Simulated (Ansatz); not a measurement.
Consider ScCuO$_{2}$ (space group P6_3/mmc, No. 194; a = 3.2029 Å, c = 11.2843 Å).

Level of theory: PBEsol, PAW, 420 eV (Ansatz, an electronic-structure program; without spin-orbit coupling).

For the base:

```
Item                 Value
-------------  -----------
Pressure          0.00 GPa
Band gap           2.33 eV
Gap character  direct at M
```

It is then changed as follows: an isotropic linear strain of −1.50 %, atoms relaxed at fixed cell.

### Question
Estimate the effect on the pressure, energy relative to the base, band gap and gap character.

### Answer
The pressure (mean of the normal stresses, compression positive) goes from zero to 7.83 GPa; the energy increases by 13 meV/atom; the band gap stays 2.33 eV; the gap character is still direct at M.

Stability against distortions was not tested. No Hubbard U is applied. The final runs are not spin-polarised.
